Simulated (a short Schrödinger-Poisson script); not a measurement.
Structure: MOS inversion layer, Si3N4 on p-type Si(100), at 300 K.

| layer | material | thickness (nm) | Na (cm⁻³) |
|---|---|---|---|
| 1 | Si3N4 | 1.6 | - |
| 2 | Si | 270 | 2.5e18 |

Constants are typed, rounded textbook-type inputs, not results; the design itself was drawn at random and stands for no fabricated device. Si3N4: permittivity 7.5, conduction-band edge (eV) 1.95, gap (eV) 5.1, electron mass (mₑ) 0.5. Si: permittivity 11.7, conduction-band edge (eV) 0, gap (eV) 1.124, Nv at 300 K (cm⁻³) 3.1e19.

Channel valleys (confinement mass, in-plane density-of-states mass, number): Δ2 0.916, 0.19, 2; Δ4 0.19, 0.417, 4. At the gate the conduction-band edge of layer 1 lies 2.31 eV − eVg above the Fermi level of the channel; the field vanishes at the back. Gaps are held at their typed values at every temperature. Mesh 0.03 nm at interfaces.

From a short Schrödinger-Poisson script (our own, NumPy): 1D Poisson equation in equilibrium, electrons classical, Fermi-Dirac, parabolic valleys, classical holes, full ionisation, no traps, pinning or gate leakage.

The same stack at other levels of the model or other numerical settings:

| run | sheet density of all electrons at Vg = 1.3 V (cm⁻²) | sheet density of all electrons at Vg = 0.7 V (cm⁻²) | capacitance at Vg = 1.3 V (μF/cm²) | centroid of the channel electrons at Vg = 1.3 V (nm) | rough cost against the base |
|---|---|---|---|---|---|
| base | 1.38e13 | 1.92e12 | 3.39 | 0.38 | about 1 |
| electrons treated as classical, Boltzmann | 1.57e13 | 2.14e12 | [?] | 0.20 | 0.2 |
| electrons treated as quantum, Hartree | 1.02e13 | 3.94e11 | 3.05 | 1.02 | 6 |
| mesh six times as coarse | 1.32e13 | 1.76e12 | [?] | [?] | 0.3 |

Q: Complete the blanks.

A: 
- electrons treated as classical, Boltzmann, capacitance at Vg = 1.3 V (μF/cm²): 3.87
- mesh six times as coarse, capacitance at Vg = 1.3 V (μF/cm²): 3.29
- mesh six times as coarse, centroid of the channel electrons at Vg = 1.3 V (nm): 0.46

The classical rows ignore confinement, and Boltzmann statistics overrate the density once the band edge passes the Fermi level.
